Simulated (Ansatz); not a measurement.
The starting structures come from a database of crystals and need not be the phases stable at ambient conditions.

By PBEsol, the system below comes out a metal.

Here is the system:

```yaml
crystal:
  lattice:
    - [3.20902, 0.00000, 0.00000]
    - [0.00000, 5.51692, 0.00000]
    - [1.60451, 0.00000, 2.77909]
  atoms:
    - { symbol: Zr, position: [0.66667, 0.25473, 0.66667] }
    - { symbol: Zr, position: [0.33333, 0.74527, 0.33333] }
    - { symbol: N, position: [0.00000, 0.00000, 0.00000] }
    - { symbol: N, position: [0.00000, 0.50000, 0.00000] }
```

Space group of this cell: P-3m1. The cell is taken as given; by PBEsol its mean pressure is -10.2 GPa.

The current flows along the normal of the first two printed cell vectors, the (100) plane of the conventional cell. No spin-orbit coupling; the value is a mean over 0.1 eV about the Fermi level.

Problem. Estimate the ballistic conductance per area that PBEsol run with Ansatz (a quantum-chemistry and plane-wave program) returns for this system.

Solution. 0.34 × 10¹⁵ S/m² for both spins.
